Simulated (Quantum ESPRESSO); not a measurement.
# Quick settings and what they miss: Nb2PC (P6_3/mmc, 8 atoms in the cell)

Self-consistent single point.

```
Nb2PC
1.0
    3.34091     0.00000     0.00000
   -1.67045     2.89331     0.00000
    0.00000     0.00000    11.65721
Nb P C
4 2 2
Direct
  0.33333   0.66667   0.40003
  0.66667   0.33333   0.59997
  0.66667   0.33333   0.90003
  0.33333   0.66667   0.09997
  0.66667   0.33333   0.25000
  0.33333   0.66667   0.75000
  0.00000   0.00000   0.50000
  0.00000   0.00000   0.00000
```

Method of the run: LDA (PZ), GBRV 1.5 ultrasoft (LDA) pseudopotentials (plane waves; Quantum ESPRESSO 7.5).

Base settings: ecutwfc = 40 Ry; ecutrho = 320 Ry; occupations = smearing; smearing = mp; degauss = 0.0073499 Ry; potentials = {Nb: nb_lda_v1.uspp.F.UPF, P: p_lda_v1.5.uspp.F.UPF, C: c_lda_v1.2.uspp.F.UPF}; K_POINTS = automatic 12 12 3 0 0 0; conv_thr = 1e-11 Ry.

Tight run (finer mesh or higher cutoff; not a proven limit): ecutwfc: 40 Ry → 56 Ry; ecutrho: 320 Ry → 448 Ry; conv_thr: 1e-11 Ry → 7.3e-11 Ry; K_POINTS: automatic 12 12 3 0 0 0 → automatic 17 17 5 0 0 0. It gave Fermi level (on the code's own zero) 16.06 eV; pressure -15.82 GPa; largest force (vector length) 0.447 eV/Å.

Quick runs, as changes from the base:
- A: the base itself
- B: ecutwfc: 40 Ry → 28 Ry; ecutrho: 320 Ry → 224 Ry; smearing: mp → cold; degauss: 0.0073499 Ry → 0.0099958 Ry; K_POINTS: automatic 12 12 3 0 0 0 → automatic 4 4 4 1 1 1
- C: ecutwfc: 40 Ry → 28 Ry; ecutrho: 320 Ry → 224 Ry; K_POINTS: automatic 12 12 3 0 0 0 → automatic 8 8 8 0 0 0
- D: ecutwfc: 40 Ry → 20 Ry; ecutrho: 320 Ry → 160 Ry; smearing: mp → gauss; degauss: 0.0073499 Ry → 0.0147 Ry; pseudopotentials: {Nb: nb_lda_v1.uspp.F.UPF, P: p_lda_v1.5.uspp.F.UPF, C: c_lda_v1.2.uspp.F.UPF} → {Nb: nb_pbesol_v1.uspp.F.UPF, P: p_pbesol_v1.5.uspp.F.UPF, C: c_pbesol_v1.2.uspp.F.UPF}; K_POINTS: automatic 12 12 3 0 0 0 → automatic 2 2 2 1 1 1 [PBEsol]
- E: ecutwfc: 40 Ry → 20 Ry; ecutrho: 320 Ry → 160 Ry; conv_thr: 1e-11 Ry → 7.3e-06 Ry; K_POINTS: automatic 12 12 3 0 0 0 → automatic 4 4 4 0 0 0
- F: ecutwfc: 40 Ry → 24 Ry; ecutrho: 320 Ry → 192 Ry; conv_thr: 1e-11 Ry → 7.3e-05 Ry; K_POINTS: automatic 12 12 3 0 0 0 → automatic 1 1 1 0 0 0

Energies are extrapolated to zero smearing width, which holds to low order in the width alone (under cold and Methfessel-Paxton smearing the free energy itself is taken).

Dashes: energy of D, another energy zero; time of D, E, F, under 30 s; pressure of E, F, not trusted under this conv_thr with d or f elements.

† marks runs with another functional, U, potentials or spin treatment: their distance from the tight run is not a convergence error alone.

The count of work is k-points × plane waves × bands × iterations; it is no time. Core times come from one kind of shared machine and are given to one figure; runs under 30 s give none.

The starting cell comes from a database of computed structures (which also holds hypothetical and non-ambient phases and stackings), without a prior relaxation at this level. Its lattice was rescaled by a random factor within 2.5 % of one. Spin polarisation is off. In the base run, with a pressure of about -16 GPa the cell is away from its equilibrium volume at this level.

```tsv
run	energy less tight (meV/atom)	pressure less tight (GPa)	largest miss in a force vector (eV/Å)	count of work / tight	core time / tight (rough)
A	7.6	-0.12	0.089	0.25	0.2
B	30.0	-1.71	0.149	0.046	0.06
C	31.3	-1.67	0.038	0.19	0.2
D†	–	-0.31	0.477	0.0043	–
E	156.4	–	0.350	0.014	–
F	2221.9	–	5.938	0.0037	–
```

Among the runs at the tight run's level, the energy misses run from 7.6 to 2221.9 meV/atom.
